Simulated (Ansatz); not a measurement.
## Short convergence ladders for the (111) slab of CoSi2 (cut from a parent of space group no. 225; 9 atoms in the cell)

```xyz
9
Lattice="3.7787 0.0000 0.0000 1.8894 3.2725 0.0000 0.0000 0.0000 21.7133" Properties=species:S:1:pos:R:3 pbc="T T T"
Co     0.0000     0.0000     7.7713
Co     1.8894     1.0908    10.8567
Co     3.7787     2.1816    13.9420
Si     3.7787     2.1816     7.0000
Si     1.8894     1.0908     8.5427
Si     0.0000     0.0000    10.0853
Si     3.7787     2.1816    11.6280
Si     1.8894     1.0908    13.1706
Si     0.0000     0.0000    14.7133
```

Base method: PBEsol, default PAW files made with PBE (plane waves; Ansatz, a program for electronic structure).

Base settings: basis.ecutwfc = 420 eV; kpoints.mp_grid.grid = 9 9 1; hamiltonian.xc = pbesol; hamiltonian.pseudopotentials = {kind: paw} (the program's default PAW files); scf.occupations.method = fermi_dirac; scf.occupations.width = 0.1 eV.

The count of work is k-points × plane waves × bands × iterations; it is no time. Core times come from one kind of shared machine, to one figure; runs under 30 s give none.

**The k-point mesh**

Only quantities that move along the ladder and can be compared are tabulated.

| kpoints.mp_grid.grid | free energy less the last step's (meV/atom) | largest difference of a force vector from the last step's (eV/Å) | count of work / last |
|---|---|---|---|
| 2 2 1 | 14.68 | 0.675 | 0.032 |
| 3 3 1 | 17.06 | 0.654 | 0.052 |
| 4 4 1 | -2.59 | 0.260 | 0.057 |
| 5 5 1 | 2.23 | 0.084 | 0.071 |
| 6 6 1 | -0.91 | 0.159 | 0.10 |
| 7 7 1 | -1.65 | 0.069 | 0.11 |
| 9 9 1 | 0.19 | 0.047 | 0.17 |
| 10 10 1 | -0.60 | 0.028 | 0.22 |
| 12 12 1 | 0.15 | 0.010 | 0.27 |
| 14 14 1 | -0.17 | 0.013 | 0.34 |
| 16 16 1 | 0.13 | 0.004 | 0.43 |
| 19 19 1 | -0.03 | 0.002 | 0.57 |
| 22 22 1 | -0.02 | 0.001 | 0.74 |
| 26 26 1 | 0.00 | 0.000 | 1.0 |

Coarsest kpoints.mp_grid.grid that holds the free energy within 0.5 meV/atom of the last step, with all finer ones: 12 12 1, at 0.27 of the last step's count of work; the step before is off by 0.60 meV/atom.

Coarsest kpoints.mp_grid.grid that holds the forces within 0.02 eV/Å of the last step, with all finer ones: 12 12 1, at 0.27 of the last step's count of work; the step before is off by 0.028 eV/Å.

**The depth of the slab**

On a (111) slab of CoSi2 (cut from a parent of space group no. 225; 3 atoms in the cell), and deeper slabs.

Surface energy = (E_slab − N e_bulk)/2A, with e_bulk from the bulk crystal on its finest mesh (286 k-points); errors per atom of slab and bulk, whose meshes differ, grow with N. The bulk cell stands at -3.3 GPa at this level, so the slab is strained in the plane.

The mesh stays at the base's, so the ladder's end is converged at best in this setting alone.

Only quantities that move along the ladder and can be compared are tabulated.

```csv
atoms,unrelaxed surface energy (J/m²),count of work / last,core time / last (rough)
3,1.772,0.033,–
6,1.694,0.082,–
9,1.788,0.16,–
12,1.763,0.25,–
15,1.748,0.39,0.5
18,1.766,0.51,0.6
24,1.758,0.82,0.9
27,1.764,1.0,1
```

Smallest size that holds the unrelaxed surface energy within 0.02 J/m² of the last step, with all finer ones: 12, at 0.25 of the last step's count of work; the step before is off by 0.024 J/m².

On the base run: the starting cell has typed, rounded lattice constants, without a prior relaxation at this level. The slab is cut from that crystal, and its faces are unrelaxed. Its lattice was rescaled by up to half a per cent. Spin polarisation is off.

Keys are those of Ansatz 0.2.
